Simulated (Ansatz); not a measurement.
## FeSi2 (model structure, started from the Al2Cu type, I4/mcm, No. 140, 6 atoms in the cell)

The numbers are results of PBEsol (Ansatz, a quantum-chemistry and plane-wave program, PAW), not measurements.

Run with plane-wave cutoff 500 eV, 12×12×12 k mesh, Fermi–Dirac smearing 0.05 eV, spin-polarised with parallel moments, scalar-relativistic PAW data made under PBE.

Cell (relaxed at this level):

FeSi₂ is modelled in the tetragonal space group I4/mcm (No. 140), Pearson symbol tI12. Cell: a = 5.5371 Å, b = 5.5371 Å, c = 4.7008 Å, α = 90.00°, β = 90.00°, γ = 90.00°. Si on 8h has 4 Fe at 2.399 Å and 1 Si at 2.442 Å and 2 Si at 2.774 Å and 8 Si at 2.916–2.958 Å. Fe on 4a sees 2 Fe at 2.350 Å and 8 Si at 2.399 Å. (Neighbours: up to the widest gap in distance over summed covalent radii, below 1.35, at either atom; cation-cation and far metal-metal contacts left out.)
(The calculation used a cell of 6 atoms; values per cell refer to that cell.)

```json
{
 "band_gap": "zero (no gap)"
}
```

Note: the magnetic order was assumed, not searched for or taken from measurement; a magnet's gap depends somewhat on the PAW data; the moments ended far under their starting size, a low-moment state that need not be the lowest; the relaxation could raise the start's symmetry but not lower it, so the cell can be a saddle point.

Static lattice: no zero-point or thermal effects.

Computing time: around 10 core-minutes (rough).

A model structure was made by putting elements into a prototype or built by hand; it is no filed structure, need not be a known phase, and can be a saddle point held by its symmetry.
